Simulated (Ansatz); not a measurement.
The parent structure is CuI in the zinc blende structure (space group F-43m, No. 216; a = 6.079 Å).

Computed with PBE, PAW, 420 eV (Ansatz, a quantum-chemistry and plane-wave program; scalar-relativistic without spin-orbit coupling).

Before the change:

* **Valley order**: Γ 1.10 eV; L along ⟨111⟩ 2.13 eV; X along ⟨100⟩ 2.73 eV
* **Electron mass**: 0.15 mₑ (at Γ)

Modification: the cell is scaled by 0.9800 in all directions, atoms relaxed at fixed cell.

Task: What happens to the valley order?

Result: The valley order (the lowest conduction-band minima on the path, energy above the VBM, named in the base's zone) changes from Γ 1.10 eV; L along ⟨111⟩ 2.13 eV; X along ⟨100⟩ 2.73 eV to Γ 1.27 eV; L along ⟨111⟩ 2.18 eV; X along ⟨100⟩ 2.60 eV.

Task: Estimate the effect on the electron mass.

Result: The electron mass remains 0.15 mₑ (at Γ).

Spin-orbit coupling, missing from the scalar runs, can matter with I. The levels and masses belong to the bands next to the band gap. The cells carry an imposed strain or load. Masses are band curvatures over ±0.01 Å⁻¹ around the edge. Stability against distortions was not tested. All final runs are without spin polarisation.
